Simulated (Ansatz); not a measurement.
Base system: Mg2Sn (space group Fm-3m, No. 225).

```yaml
crystal:
  lattice:
    - [0.00000, 3.37302, 3.37302]
    - [3.37302, 0.00000, 3.37302]
    - [3.37302, 3.37302, 0.00000]
  atoms:
    - { symbol: Sn, position: [0.00000, 0.00000, 0.00000] }
    - { symbol: Mg, position: [0.25000, 0.25000, 0.25000] }
    - { symbol: Mg, position: [0.75000, 0.75000, 0.75000] }
```

The values are results of PBEsol/PAW in Ansatz (a first-principles code), spin-orbit coupling left out, not measurements.

For the base:

```
Item               Result
---------------  --------
Volume per atom  25.58 Å³
```

Perturbation: a hydrostatic pressure of 9 GPa.

Task: Estimate the effect on the volume per atom.

Result: The volume per atom drops by 3.58 Å³, from 25.58 Å³ to 22.00 Å³.

Load acts through the strain it causes; cell and atoms are relaxed under it. Whether these cells are dynamically stable was not tested. Competing high-pressure phases were not computed.
